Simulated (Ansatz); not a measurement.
The starting structures come from a database of crystals and need not be the phases stable at ambient conditions.

```
MgS
1.0
    4.03462     0.00000     0.00000
    0.00000     6.43229     0.00000
    2.01731     0.00000     3.49408
Mg S
2 2
Direct
  0.66667   0.50425   0.66667
  0.33333   0.00425   0.33333
  0.33333   0.62076   0.33333
  0.66667   0.12076   0.66667
```

Space group of this cell: P6_3mc, wurtzite. The cell is taken as given.

Transport runs along the normal of the first two printed cell vectors, the (100) plane of the conventional cell.

The gap is the functional's own. No spin-orbit coupling. Mid-gap values are interpolated on the energy grid.

Question: State the band gap and the smallest decay constant κ at mid-gap according to r2SCAN in Ansatz (a quantum-chemistry and plane-wave program).

Answer: Gap 4.12 eV on a 10×6×10 mesh; κ = 0.278 1/Å, at the zone centre.
